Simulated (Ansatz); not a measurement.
A hypothetical phase is included: elements placed on a structure type, which no database files for this compound.

Tunnelling through a barrier is set by its complex band structure: the current falls as exp(−2κd) with the smallest κ.

Input:

```
AlN
1.0
    2.85342    -0.00002     0.00000
   -1.42670     2.47114     0.00000
    0.00000     0.00000     6.98939
Al N
3 3
Direct
  0.66668   0.00000   0.50000
  0.00000   0.66668   0.83333
  0.33332   0.33332   0.16667
  0.66666   0.00000   0.00000
  0.00000   0.66666   0.33333
  0.33334   0.33334   0.66667
```

The cell was relaxed by PBE-D3(BJ).

Transport runs along the normal of the first two printed cell vectors, the (001) plane of the conventional cell.

The gap is the functional's own, uncorrected, and κ follows it; spin-orbit coupling is left out. Mid-gap means the computed energy nearest the middle.

Q: Predict the band gap and the smallest decay constant κ at mid-gap from r2SCAN (Ansatz, a program for electronic structure).

A: Gap 5.54 eV on a 12×12×6 mesh; κ = 0.327 1/Å, at the zone centre.
